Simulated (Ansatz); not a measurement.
Base system: MoS$_{2}$ in the 3R-MoS2 type structure (space group R3m, No. 160; layered, stacked along the Cartesian z axis).

```yaml
crystal:
  lattice:
    - [1.57661, 0.91026, 5.99789]
    - [-1.57661, 0.91026, 5.99789]
    - [0.00000, -1.82051, 5.99789]
  atoms:
    - { symbol: Mo, position: [0.00002, 0.00002, 0.00002] }
    - { symbol: S, position: [0.75353, 0.75353, 0.75353] }
    - { symbol: S, position: [0.57975, 0.57975, 0.57975] }
```

Cartesian axes are those of the cell as printed.

Method: Ansatz (a quantum-chemistry and plane-wave program) PBE-D3(BJ), no spin-orbit coupling, earlier PAW set.

One thing is altered: the cell is scaled by 0.9900 in all directions; the atoms relax in the strained cell.

Predict the stress tensor and what it implies for the stiffness.

Stress of the strained cell less that of the base (GPa, compression positive):
```
   3.23    0.00    0.00
   0.00    3.23    0.00
   0.00    0.00    0.99
```

Then B = −ΔP/(ΔV/V₀) with ΔV/V₀ = -0.0297 gives secant stiffness values (nonlinear terms included at this strain): B (at held cell shape, above the free-shape value) ≈ 84 GPa.

No phonon test of stability was made.
